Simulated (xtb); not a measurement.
xtb 6.7.1, GFN2-xTB: Ba(OH)(k2OAc) (CC1[O][Ba]([OH])<-[O]=1), 10 atoms. The geometry is a generated start, not checked to be a minimum at this level.

| Property | Result |
|---|---|
| method | GFN2-xTB |
| --acc | 1 (default) |
| --etemp (K) | 300 (default) |
| detailed input (--input) | none: ANC optimiser, Lindh (1995) Hessian, microcycle=20, maxdispl=1.0, hlow=0.01 (default) |
| basis functions | 34 |
| valence electrons | 32 |

```xyz
10

Ba     1.9662     0.8639    -0.6170
O      1.4059     1.6255    -2.6147
H      1.9804     1.9499    -3.3095
C     -1.2738    -0.9187     1.2580
C     -0.1105    -0.2549     0.5235
O      0.0254     0.9710     0.6629
O      0.6305    -0.9930    -0.1461
H     -0.9003    -1.7853     1.7977
H     -1.7336    -0.2061     1.9340
H     -1.9903    -1.2523     0.5113
```

The structure is relaxed from this start with --opt LEVEL for the levels crude, sloppy, loose, lax, normal, tight, vtight, extreme, once each. Up to the end of the extreme run atoms move by at most 0.55 Å along an axis.

Task: What is the loosest level that ends within 5 meV of the extreme run, and how many cycles does it take?

Result: lax: 15 cycles against 43, ending 1.8 meV above.

```csv
level,cycles,energy above the extreme run (meV),gradient norm (eV/Å)
crude,1,35,0.14
sloppy,1,35,0.14
loose,1,35,0.14
lax,15,1.8,0.11
normal,21,0.96,0.037
tight,32,0.16,0.027
vtight,39,under 0.01,0.0085
extreme,43,—,0.00058
```
